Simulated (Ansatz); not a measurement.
## TiAl under load (space group P4/mmm): band-structure transport figures

Data:

```
CELL_PARAMETERS angstrom
      2.82408     0.00000     0.00000
      0.00000     2.82408     0.00000
      0.00000     0.00000     3.92259
ATOMIC_POSITIONS crystal
  Ti 0.50000 0.50000 0.50000
  Al 0.00000 0.00000 0.00000
```

Computed with PBEsol, rigid bands (plane waves, PAW, scalar-relativistic; Ansatz, an electronic-structure program). Condition of this run: uniaxial stress zz = 3 GPa (compression positive) (the target of the relaxation). Cell: cell and atoms relaxed with PBEsol, then loaded as said.

- density of states at the Fermi level = 1.79 states/(eV·cell), both spins
- bare Sommerfeld coefficient = 2.1 mJ/(mol of atoms·K²)
- Drude plasma energy = 5.1 (x), 5.1 (y), 4.6 (z) eV
- root-mean-square Fermi velocity = 4.0e5 m/s
- resistivity times τ = 19.0 (x), 19.0 (y), 23 (z) ×10⁻²² Ω·m·s

A metal at this level (no band gap); rigid bands, thermally averaged at 300 K, both spins. Spin-orbit coupling is left out. τ is one relaxation time for all states.
